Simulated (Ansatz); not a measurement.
# Migration barriers: F-vacancy pair in polar orthorhombic HfO2, charge state +3

Defect: F-vacancy pair (F on one host O site, one O site vacant) in polar orthorhombic HfO2, charge state +3. The numbers are results of PBE, PAW (plane waves to 420 eV; Ansatz, a quantum-chemistry and plane-wave program), not measurements.

Cell of 96 host sites held at the relaxed PBE lattice; the Γ point alone; Fermi-Dirac width 0.01 eV, spin-restricted; finite-size errors left in. Static, classical nuclei. Spin-orbit coupling is left out. The host's phase is taken as given; its stability against other phases was not computed. The charge state is imposed; whether it is stable for some Fermi level was not computed. Forms of the defect that were not tried may lie lower.

Barriers: single points on a 2×2×2 k-point mesh shifted by half a step at the bands' geometries.

```json
[
 {"Route": "a nearby O atom hops onto the vacant site (F-vacancy distance between ideal sites 2.55 → 3.15 Å)", "Start site over the lowest site run (eV)": "0.20", "Hop (Å)": "1.99", "Forward barrier (eV)": "0.27", "Backward barrier (eV)": "0.47", "Neighbours at the start": "Hf at 2.12, Hf at 2.22, Hf at 2.28, Hf at 2.56; O at 2.57, O at 2.69 Å", "Neighbours at the saddle": "Hf at 2.00, Hf at 2.01 Å", "Saddle order": "not checked", "Forward, on the band's own sampling (eV)": "0.26"},
 {"Route": "F and the vacancy change places (F-vacancy distance between ideal sites 2.73 Å throughout)", "Start site over the lowest site run (eV)": "0.18", "Hop (Å)": "2.38", "Forward barrier (eV)": "0.31", "Backward barrier (eV)": "0.48", "Neighbours at the start": "Hf at 2.20, Hf at 2.26, Hf at 2.34; O at 2.54, 2 O at 2.66, O at 2.70, O at 2.80 Å", "Neighbours at the saddle": "Hf at 2.09, Hf at 2.44, Hf at 2.63; O at 2.41, O at 2.59, O at 2.64 Å", "Saddle order": "not checked", "Forward, on the band's own sampling (eV)": "0.31"},
 {"Route": "F and the vacancy change places (F-vacancy distance between ideal sites 2.55 Å throughout)", "Start site over the lowest site run (eV)": "0.20", "Hop (Å)": "1.91", "Forward barrier (eV)": "0.31", "Backward barrier (eV)": "0.05", "Neighbours at the start": "Hf at 2.25, Hf at 2.32, Hf at 2.36; O at 2.65, O at 2.71, 2 O at 2.74, O at 2.80, O at 2.86, O at 2.88 Å", "Neighbours at the saddle": "Hf at 2.10, Hf at 2.12; 2 O at 2.57, O at 2.63 Å", "Saddle order": "not checked", "Forward, on the band's own sampling (eV)": "0.31"}
]
```

Paths come from CI-NEB runs.  

The whole set of runs took around 8 core-hours (rough).
